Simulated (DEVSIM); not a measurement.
System: Au/SiO2/p-GaSb capacitor, at 250 K.

```csv
layer (left to right),material,thickness (nm),Na (cm⁻³)
1,SiO2,1.00,-
2,GaSb,15000,1.6e15
```

Metal gate on the left, work function 5.1 eV. Fixed charge at the semiconductor interface 0 cm⁻² (in units of +e); interface traps 2.5e11 cm⁻² eV⁻¹, uniform in energy, neutral level at 0.5 of the gap above the valence band.

Constants are typed, rounded textbook-type inputs, not results; the design itself was drawn at random and stands for no fabricated device. Values at 300 K; Nc and Nv go as T^1.5, mobilities as T to minus their exponent, the gap by Varshni's rule with the affinity fixed.

```
parameter         SiO2     GaSb
----------------  ----  -------
gap (eV)             9    0.726
affinity (eV)      0.9     4.06
permittivity       3.9     15.7
Nc (cm⁻³)            -   2.1e17
Nv (cm⁻³)            -   1.8e19
Varshni α (eV/K)     -  0.00042
Varshni β (K)        -      140
```

Model (solved in DEVSIM): 1D Poisson equation in equilibrium, Boltzmann statistics, complete ionisation; no quantum confinement or tunnelling. Metal contacts follow the ideal Schottky-Mott rule: no Fermi-level pinning, no interface dipoles.

Problem. Tabulate band edges, carrier densities and field at 0.75 V on the gate.

Solution. Energies count from the Fermi level of the right contact; mesh points crowd at the junctions.

| x (μm) | Ec (eV) | Ev (eV) | n (cm⁻³) | p (cm⁻³) | field (V/cm) |
|---|---|---|---|---|---|
| 0.000 | 3.450 | -5.550 | < 1e2 | < 1e2 | 46000 |
| 0.0005922 | 3.453 | -5.547 | < 1e2 | < 1e2 | 46000 |
| 0.001468 | 0.295 | -0.450 | 1.8e11 | 1.2e10 | 9300 |
| 0.003640 | 0.297 | -0.448 | 1.6e11 | 1.3e10 | 9200 |
| 0.01108 | 0.304 | -0.441 | 1.2e11 | 1.8e10 | 9100 |
| 0.02520 | 0.317 | -0.428 | 6.7e10 | 3.2e10 | 8800 |
| 0.05704 | 0.344 | -0.401 | 1.9e10 | 1.1e11 | 8200 |
| 0.1691 | 0.424 | -0.320 | 4.4e8 | 4.8e12 | 6200 |
| 0.3948 | 0.519 | -0.226 | 5600000 | 3.8e14 | 2300 |
| 0.8908 | 0.549 | -0.195 | 1400000 | 1.6e15 | 37 |
| 2.010 | 0.550 | -0.195 | 1300000 | 1.6e15 | ≈ 0 |
| 5.946 | 0.550 | -0.195 | 1300000 | 1.6e15 | ≈ 0 |
| 10.79 | 0.550 | -0.195 | 1300000 | 1.6e15 | ≈ 0 |
| 13.13 | 0.550 | -0.195 | 1300000 | 1.6e15 | ≈ 0 |
| 14.39 | 0.550 | -0.195 | 1300000 | 1.6e15 | ≈ 0 |
| 14.73 | 0.550 | -0.195 | 1300000 | 1.6e15 | ≈ 0 |
| 14.88 | 0.550 | -0.195 | 1300000 | 1.6e15 | ≈ 0 |
| 14.95 | 0.550 | -0.195 | 1300000 | 1.6e15 | ≈ 0 |
| 14.98 | 0.550 | -0.195 | 1300000 | 1.6e15 | ≈ 0 |
| 14.99 | 0.550 | -0.195 | 1300000 | 1.6e15 | ≈ 0 |
| 15.00 | 0.550 | -0.195 | 1300000 | 1.6e15 | ≈ 0 |
| 15.00 | 0.550 | -0.195 | 1300000 | 1.6e15 | ≈ 0 |
